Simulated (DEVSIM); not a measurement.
Schottky contact on n-type Si

Device: Schottky contact on n-type Si, at 300 K.

```tsv
layer (left to right)	material	thickness (μm)	Nd (cm⁻³)	τn (s)	τp (s)
1	Si	0.640	1.5e16	0.00056	0.00056
2	Si	8.70	2e18	0.00056	0.00056
```

Left contact: Schottky, work function 4.75 eV, emission velocity 2.5e6 cm/s. Right contact: ohmic. Voltage is applied to the left contact. Recombination: SRH at mid-gap, radiative, Auger. Mobility is constant in doping.

The device is made up for the run: typed textbook-type constants, with dimensions and the other settings drawn at random. Values at 300 K.

| parameter | Si |
|---|---|
| gap (eV) | 1.124 |
| affinity (eV) | 4.05 |
| permittivity | 11.7 |
| Nc (cm⁻³) | 2.86e19 |
| Nv (cm⁻³) | 3.1e19 |
| μn (cm²/Vs) | 1417 |
| μp (cm²/Vs) | 470 |
| B (cm³/s) | 4.7e-15 |
| Cn (cm⁶/s) | 2.8e-31 |
| Cp (cm⁶/s) | 9.9e-32 |

Simulated with DEVSIM: 1D drift-diffusion, Boltzmann statistics, complete ionisation; no tunnelling, impact ionisation, image-force lowering or self-heating. Metal contacts follow the ideal Schottky-Mott rule: no Fermi-level pinning, no interface dipoles.

| Property | Value |
|---|---|
| Potential step across the device at zero bias | 0.631 V |
| Dark forward voltage at 1 A/cm² | 0.281 V |
| Dark forward voltage at 100 A/cm² | 0.404 V |

Small-signal capacitance in reverse bias (quasi-static):

| V (V) | C (nF/cm²) |
|---|---|
| -0.1 | 46.4 |
| -0.25 | 41.3 |
| -0.5 | 35.7 |
| -0.75 | 31.8 |
| -1 | 29.0 |
| -1.5 | 25.1 |
| -2 | 22.4 |
| -2.5 | 20.5 |
| -3.25 | 18.5 |
| -4 | 17.4 |
| -5 | 16.7 |

Dark reverse current:

```
V (V)  J (A/cm²)
-----  ---------
-0.10    -1.9e-5
-0.25    -1.9e-5
-0.50    -1.9e-5
-0.75    -1.9e-5
-1.00    -2.0e-5
-1.50    -2.0e-5
-2.00    -2.0e-5
-2.50    -2.0e-5
-3.25    -2.0e-5
-4.00    -2.0e-5
-5.00    -2.0e-5
```
